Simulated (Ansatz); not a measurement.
The parent structure is TlAs in the CsCl type structure (space group Pm-3m, No. 221; a = 3.6016 Å; a hypothetical phase, not in the database extracts checked; relaxed with 0.1 eV smearing). Axes: x, y, z lie along the cube axes.

Calculations: PBEsol (Ansatz, a quantum-chemistry and plane-wave program), scalar-relativistic without spin-orbit coupling.

The change: uniaxial strain ε_zz = +2.02 %, all other strain components held at zero; the atoms relax in the strained cell.

Task: Predict the stress tensor and what it implies for the stiffness.

Result: Stress of the strained cell less that of the base (GPa, compression positive):
```
   -1.2     0.0     0.0
    0.0    -1.2     0.0
    0.0     0.0    -0.9
```

Then −Δσ_ii/ε with ε = 0.0202 gives secant stiffness values (nonlinear terms included at this strain): C33 ≈ 43 GPa, C13 ≈ 59 GPa and C23 ≈ 59 GPa.

An off-diagonal value above the diagonal one breaks a Born criterion: the base is elastically unstable at this level, or the strain is beyond its stable range.

No phonon test of stability was made. All final runs are without spin polarisation.
